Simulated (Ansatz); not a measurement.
The starting structures come from a database of crystals and need not be the phases stable at ambient conditions.

By PBEsol, the system below comes out a metal.

A figure of merit of an interconnect metal is its ballistic conductance per area.

Given:

```xyz
4
Lattice="3.6045 0.0000 0.0000 -0.0067 3.6045 0.0000 1.7989 1.8023 3.7045" Properties=species:S:1:pos:R:3 pbc="T T T"
Ta     0.0000     0.0000     0.0000
Ni     1.7989     1.8023     0.0000
Ni     3.6011     1.8023     1.8523
Ni     1.7955     3.6045     1.8523
```

Space group of this cell: Fmmm. The cell is taken as given; by PBEsol its mean pressure is -2.6 GPa.

The current flows along the normal of the first two printed cell vectors. No spin-orbit coupling; the value is a mean over 0.1 eV about the Fermi level.

Problem. Compute, with PBEsol (Ansatz, an electronic-structure program), the ballistic conductance per area.

Solution. 0.51 × 10¹⁵ S/m² for both spins.
